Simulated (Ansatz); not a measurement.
Start from MgO in the rock salt structure (space group Fm-3m, No. 225; a = 4.1592 Å).

All numbers come from LDA (Ansatz, an electronic-structure program, PAW, scalar-relativistic without spin-orbit coupling).

For the base:

| Quantity | Value |
|---|---|
| Electron mass | 0.36 mₑ (at Γ) |
| Band gap | 5.03 eV |
| Pressure | -0.01 GPa |
| Hole mass | 0.40, 2.0, 2.0 mₑ (at Γ) |

Modification: the cell is scaled by 0.9750 in all directions; the atoms relax in the strained cell.

### Question
Predict the new electron mass, band gap, pressure and hole mass.

### Answer
The electron mass changes from 0.36 mₑ (at Γ) to 0.39 mₑ (at Γ); the band gap grows by 0.812 eV (5.03 eV → 5.85 eV); the pressure grows by 15.34 GPa to 15.33 GPa; the hole mass (degenerate bands, along [100]) becomes 0.42, 1.9, 1.9 mₑ (at Γ) (base: 0.40, 2.0, 2.0 mₑ (at Γ)).

Masses are band curvatures over ±0.01 Å⁻¹ around the edge. Stability against distortions was not tested.
